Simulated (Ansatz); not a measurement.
## Response to strain in SrO

Start from SrO in the rock salt structure (space group Fm-3m, No. 225).

```
CELL_PARAMETERS angstrom
      0.00000     2.59746     2.59746
      2.59746     0.00000     2.59746
      2.59746     2.59746     0.00000
ATOMIC_POSITIONS crystal
  Sr 0.00000 0.00000 0.00000
  O  0.50000 0.50000 0.50000
```

Strains are applied to the cell and any free atomic positions relax.

Computed with PBE in Ansatz (plane waves to 420 eV, PAW, without spin-orbit coupling).

Computed cases, in order: isotropic strain −3.00 %; isotropic strain −2.50 %; isotropic strain −2.00 %; isotropic strain −1.50 %; isotropic strain −1.00 %; isotropic strain −0.50 %; the unstrained base; isotropic strain +0.50 %; isotropic strain +1.00 %; isotropic strain +1.50 %; isotropic strain +2.00 %; isotropic strain +2.50 %; isotropic strain +3.00 %.

**Question.** Between which two neighbouring cases does the gap turn between direct and indirect?

**Answer.** Between isotropic strain +2.00 % (3.34 eV, indirect, Γ → X) and isotropic strain +2.50 % (3.30 eV, direct at Γ). The whole series: isotropic strain −3.00 %: 3.28 eV, indirect, Γ → X; isotropic strain −2.50 %: 3.29 eV, indirect, Γ → X; isotropic strain −2.00 %: 3.30 eV, indirect, Γ → X; isotropic strain −1.50 %: 3.31 eV, indirect, Γ → X; isotropic strain −1.00 %: 3.31 eV, indirect, Γ → X; isotropic strain −0.50 %: 3.32 eV, indirect, Γ → X; the unstrained base: 3.33 eV, indirect, Γ → X; isotropic strain +0.50 %: 3.33 eV, indirect, Γ → X; isotropic strain +1.00 %: 3.33 eV, indirect, Γ → X; isotropic strain +1.50 %: 3.34 eV, indirect, Γ → X; isotropic strain +2.00 %: 3.34 eV, indirect, Γ → X; isotropic strain +2.50 %: 3.30 eV, direct at Γ; isotropic strain +3.00 %: 3.20 eV, direct at Γ.

Gaps are Kohn–Sham eigenvalue differences; semilocal functionals usually give less than the measured gap. No phonon test of stability was made.

Ansatz is a first-principles code.
